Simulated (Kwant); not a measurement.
System: wire with a side stub in a InSb two-dimensional gas. Effective mass 0.014 mₑ, grid spacing 12 nm, hard walls, nominal width 300 nm (25 grid rows, so walls 312 nm apart), one parabolic valley, scattering region 900 nm long along x; energies count from the band bottom; Fermi energy swept from 0.00023875 to 0.0028351 eV. Closed stub on one side, 190 nm wide and 580 nm deep.

Constants are typed, rounded textbook-type inputs, not results; the design itself was drawn at random and stands for no fabricated device.

Computed with Kwant: effective-mass tight-binding model on a square grid, one spin, coherent transport at 0 K. Conductance is in e²/h.

How many channels do the leads carry at E = 1.74, 2.70 meV?

The hard-wall thresholds are n² ħ²π²/(2mW²) = n² × 0.276 meV with W = 312 nm. √(1.74/0.276) = 2.51, so 2. √(2.70/0.276) = 3.13, so 3.
